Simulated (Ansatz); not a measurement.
# TaAg (model structure, Cmcm, No. 63, 4 atoms in the cell)

Level of theory: PBE in Ansatz (PAW).

Run with plane-wave cutoff 520 eV, 18×18×14 k mesh (along the axes of the cell as run), Fermi–Dirac smearing 0.05 eV, no spin polarisation, scalar-relativistic PAW data made under PBE.

Cell (relaxed at this level):

AgTa is taken in the orthorhombic space group Cmcm (No. 63), Pearson symbol oS8. Lattice parameters: a = 2.7076 Å, b = 11.5433 Å, c = 4.5635 Å, α = 90.00°, β = 90.00°, γ = 90.00°. Ta on 4c is coordinated by 2 Ta at 2.708 Å and 4 Ta at 3.079 Å and 5 Ag at 2.929–2.984 Å and 2 Ag at 3.149 Å. Ag on 4c sees 4 Ag at 2.708–2.718 Å and 5 Ta at 2.929–2.984 Å and 2 Ta at 3.149 Å. (Neighbours: up to the widest gap in distance over summed covalent radii, below 1.35, at either atom.)
(The calculation used a cell of 4 atoms; values per cell refer to that cell.)

| Property | Result |
|---|---|
| band gap | zero (no gap) |
| bulk modulus | 146 GPa |

Note: the bulk modulus is −V dP/dV from two relaxed cells at ±2 % in volume; the relaxation could raise the start's symmetry but not lower it, so the cell can be a saddle point.

Spin–orbit coupling is not included.

Computed values are for the static lattice.

The result took very roughly 12 core-minutes.

A model structure was made by putting elements into a prototype or built by hand; it is no filed structure, need not be a known phase, and can be a saddle point held by its symmetry.

Ansatz is a program for electronic structure.
